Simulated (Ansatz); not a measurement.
Worked example: self-consistent single point of RbMg6Zr (P1, 8 atoms in the cell) in Ansatz (a program for electronic structure).

Method: PBEsol, PAW files made with PBE (plane waves; Ansatz).

The change in words: atoms moved at random. Reference geometry:
```xyz
8
Lattice="5.2501 0.0000 0.0000 0.0000 3.4219 5.8281 0.0000 -3.4219 5.8281" Properties=species:S:1:pos:R:3 pbc="T T T"
Rb     2.6250     0.0000     6.8280
Mg     0.0000     1.8385     7.8112
Mg     0.0000    -1.8385     7.8112
Mg     0.0000     0.0000     4.6734
Mg     2.6250     1.8096     3.9735
Mg     2.6250    -1.8096     3.9735
Mg     2.6250     0.0000     0.8775
Zr     0.0000     0.0000    10.6764
```

Reference input (self-consistent single point, DFT, PBEsol, plane waves, PAW files made with PBE): basis.ecutwfc = 30.9 Ry; kpoints.mp_grid.grid = 4 3 3; hamiltonian.xc = pbesol; hamiltonian.pseudopotentials = {kind: paw} (the program's default PAW files); scf.occupations.method = fermi_dirac; scf.occupations.width = 0.0073 Ry. This run's input differs from it in these lines:

Ansatz 0.2 input:
```diff
@@ -7,10 +7,10 @@
   atoms:
-    - { symbol: Rb, position_ang: [2.625040, 0.000000, 6.827969] }
-    - { symbol: Mg, position_ang: [0.000000, 1.838524, 7.811169] }
-    - { symbol: Mg, position_ang: [0.000000, -1.838524, 7.811169] }
-    - { symbol: Mg, position_ang: [0.000000, 0.000000, 4.673437] }
-    - { symbol: Mg, position_ang: [2.625040, 1.809574, 3.973482] }
-    - { symbol: Mg, position_ang: [2.625040, -1.809574, 3.973482] }
-    - { symbol: Mg, position_ang: [2.625040, 0.000000, 0.877479] }
-    - { symbol: Zr, position_ang: [0.000000, -0.000000, 10.676380] }
+    - { symbol: Rb, position_ang: [2.645657, -0.002416, 6.841805] }
+    - { symbol: Mg, position_ang: [0.029579, 1.799890, 7.824772] }
+    - { symbol: Mg, position_ang: [-0.039864, -1.763522, 7.841639] }
+    - { symbol: Mg, position_ang: [0.022134, -0.023957, 4.681987] }
+    - { symbol: Mg, position_ang: [2.610450, 1.774144, 3.978727] }
+    - { symbol: Mg, position_ang: [2.652897, -1.757688, 3.956458] }
+    - { symbol: Mg, position_ang: [2.609038, -0.024716, 0.860105] }
+    - { symbol: Zr, position_ang: [-0.029736, -0.001731, 10.639068] }
 basis:
```

Output, abridged:

```
SCF iter   1: F=—  HF=-18816.884220 eV  |F-HF|=—  |Δ(HF+E_count)|=         —  Δρ=2.09e-2  dr2=3.73e0  ethr=3.10e-3  ⟨swp⟩=7.6  Hψ=4001  notcnv=0
all-band conjugate gradients solve this SCF's bands
preconditioner: auto → Kerker (q_TF=auto, 2.329 Å⁻¹)
SCF iter   2: F=—  HF=-18816.443386 eV  |F-HF|=—  |Δ(HF+E_count)|=   4.41e-1  Δρ=1.32e-2  dr2=1.39e0  ethr=3.10e-3  ⟨swp⟩=1.9  Hψ=1189  notcnv=0
   [... lines left out ...]
SCF iter   5: F=—  HF=-18816.100101 eV  |F-HF|=—  |Δ(HF+E_count)|=   9.95e-4  Δρ=2.34e-4  dr2=3.84e-4  ethr=4.04e-6  ⟨swp⟩=2.4  Hψ=1777  notcnv=0
SCF iter   6: F=—  HF=-18816.100000 eV  |F-HF|=—  |Δ(HF+E_count)|=   1.00e-4  Δρ=8.45e-5  dr2=4.45e-5  ethr=4.74e-7  ⟨swp⟩=2.0  Hψ=1113  notcnv=0
SCF iter   7: F=—  HF=-18816.099964 eV  |F-HF|=—  |Δ(HF+E_count)|=   3.57e-5  Δρ=1.98e-5  dr2=1.46e-6  ethr=5.50e-8  ⟨swp⟩=2.0  Hψ=1176  notcnv=0
SCF iter   8: F=-18816.099964 eV  HF=-18816.099964 eV  |F-HF|=2.50e-8  |Δ(HF+E_count)|=   2.26e-7  Δρ=4.36e-6  dr2=6.77e-8  ethr=1.23e-10  ⟨swp⟩=7.8  Hψ=4489  notcnv=0
SCF 1 converged in 8 iterations: F = -18816.099964 eV  dr2 = 6.77e-8
Free energy (F): -18816.099964 eV
Internal energy: -18815.898128 eV  (E = F + TS)
E sigma→0 (E₀):  -18815.999046 eV
Entropy (-TS):   -0.201836 eV (-25.229 meV/atom)
Fermi energy:    6.096410 eV
--- Forces (eV/Å), atoms counted from 1 ---
  atom   1  Rb    -0.05685966    -0.03154510    -0.03461846
  atom   2  Mg    -0.07078080     0.11741970    -0.04020660
  atom   3  Mg     0.10737352    -0.19082017    -0.03069946
  atom   4  Mg    -0.04544896     0.04535828     0.05136954
  atom   5  Mg    -0.01053154     0.10666458    -0.04229654
  atom   6  Mg    -0.06194478    -0.15175238     0.00618742
  atom   7  Mg     0.00108549     0.08452486    -0.03349841
  atom   8  Zr     0.13710254     0.02014780     0.12375631
--- Stress (GPa, compression-positive) ---
       -0.774004      -0.116332       0.055908
       -0.116332      -1.622243       0.046572
        0.055908       0.046572      -1.210328
  P = ⅓ Tr σ = -1.2022 GPa (-12.022 kbar)
  The stress holds the Pulay correction. Without it, at fixed plane waves, as pw.x and ABINIT print it: P = -1.2068 GPa
```

The run converged in 8 iterations. Against the reference run the free energy rises by 3.5 meV/atom, the pressure moves little (-1.14 to -1.20 GPa) and the largest force goes from 0.086 to 0.221 eV/Å.

The starting cell comes from a database of computed structures (which also holds hypothetical and non-ambient phases and stackings), without a prior relaxation at this level. For this run, on top of that: atoms moved at random. Ansatz's pressure includes its estimate of the finite-basis (Pulay) stress.
